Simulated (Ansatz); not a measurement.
For PdSb (model structure, started from the CsCl type, Pm-3m, No. 221, 2 atoms in the cell), PBE-D3(BJ) in Ansatz (plane waves, PAW) gives:

```
Property                    Value
-------------------  ------------
lattice parameter a       3.362 Å
cohesive energy      4.07 eV/atom
```

**Question.** What does r²SCAN+rVV10 (Ansatz, a quantum-chemistry and plane-wave program, PAW) give for the same quantities?

**Answer.** 
- lattice constant a: 3.375 Å (rises by 0.4 %)
- cohesive energy: 3.82 eV/atom (falls by 0.25 eV/atom)

Changes are worked out from the printed values.

Unless a cell is named, each level is at its own relaxed cell (PBE-D3(BJ) 18.99, r²SCAN+rVV10 19.21 Å³/atom).

Levels without +SOC leave out spin–orbit coupling, which shifts energies and cells of such heavy elements.

The crystal itself was run without spin with r²SCAN+rVV10; a magnetic state was not tried in these runs.

Ansatz's density-functional and Hartree–Fock values are scalar-relativistic unless marked +SOC, with PAW data made under PBE.

A model structure was made by putting elements into a prototype or built by hand; it is no filed structure, need not be a known phase, and can be a saddle point held by its symmetry.
